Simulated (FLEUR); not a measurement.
Band structure of YMg₃ (P6_3/mmc, 8 atoms in the cell).

```
CELL_PARAMETERS angstrom
      6.68493     0.00000     0.00000
     -3.34246     5.78932     0.00000
      0.00000     0.00000     5.16703
ATOMIC_POSITIONS crystal
  Y  0.66667 0.33333 0.25000
  Y  0.33333 0.66667 0.75000
  Mg 0.16262 0.32523 0.25000
  Mg 0.83739 0.67477 0.75000
  Mg 0.83739 0.16262 0.75000
  Mg 0.16262 0.83739 0.25000
  Mg 0.67477 0.83739 0.25000
  Mg 0.32523 0.16262 0.75000
```

Method: PBEsol, all-electron FLAPW (FLEUR), scalar-relativistic valence in FLEUR.

Settings: Kmax = 3.8 1/bohr; GmaxXC = 13.3 1/bohr; xcFunctional = PBEs; jspins = 1; l_soc = F; mode = hist; fermiSmearingEnergy = 0.00734986 Htr; mesh (inpgen div1-3) = 4 4 5; inpgen gamma flag = true; Gmax = 13.3 1/bohr; numbands = 0; maxIterBroyd = 15; imix = Anderson; alpha = 0.05.

The starting cell comes from a database of computed structures (which also holds hypothetical and non-ambient phases and stackings), without a prior relaxation at this level. Values depend on the basis (sphere radii, cutoffs, local orbitals), which need not be converged.

Levels in eV from the Fermi level, bands 38 to 45:
| point | 38 | 39 | 40 | 41 | 42 | 43 | 44 | 45 |
|---|---|---|---|---|---|---|---|---|
| Γ | -1.42 | -1.42 | -0.62 | 0.06 | 0.40 | 0.40 | 1.09 | 1.09 |
| M | -0.52 | -0.52 | -0.27 | -0.11 | 0.22 | 0.40 | 0.62 | 1.55 |
| K | -0.84 | -0.67 | 0.06 | 0.06 | 0.11 | 0.11 | 0.62 | 1.86 |
| A | -1.59 | -0.52 | -0.52 | -0.42 | -0.42 | -0.42 | -0.42 | 1.00 |
| L | -1.78 | -1.39 | -1.39 | 0.15 | 0.15 | 1.41 | 1.41 | 1.63 |
| H | -2.97 | -0.20 | -0.20 | -0.10 | -0.10 | 1.02 | 1.02 | 1.72 |
